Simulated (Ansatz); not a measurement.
# Response to strain in ScAl3

Consider ScAl3 in the Cu3Au type structure (space group Pm-3m, No. 221; a = 4.072 Å; relaxed with 0.1 eV smearing).

Strains are applied to the cell and any free atomic positions relax.

All numbers come from PBEsol in Ansatz (plane waves to 420 eV, PAW, no spin-orbit coupling).

Notes on the quantities. energy relative to the base: free energy F.

```tsv
isotropic strain (%)	energy relative to the base (meV/atom)
0	0.0
0.6	1.5
1.2	6.0
1.8	?
2.4	23.2
3	35.6
```

Task: Fit ΔE = Aε² + Bε³ (ε in %) to the rows shown and predict the withheld row.

Result: Least squares on the printed values gives A = 4.31 and B = -0.12 meV/atom (largest residual 0.0 meV/atom); this predicts 13.3 meV/atom, and the run gives 13.3 meV/atom, in agreement.

Whether these cells are dynamically stable was not tested. All final runs are without spin polarisation.

Ansatz is a first-principles code.
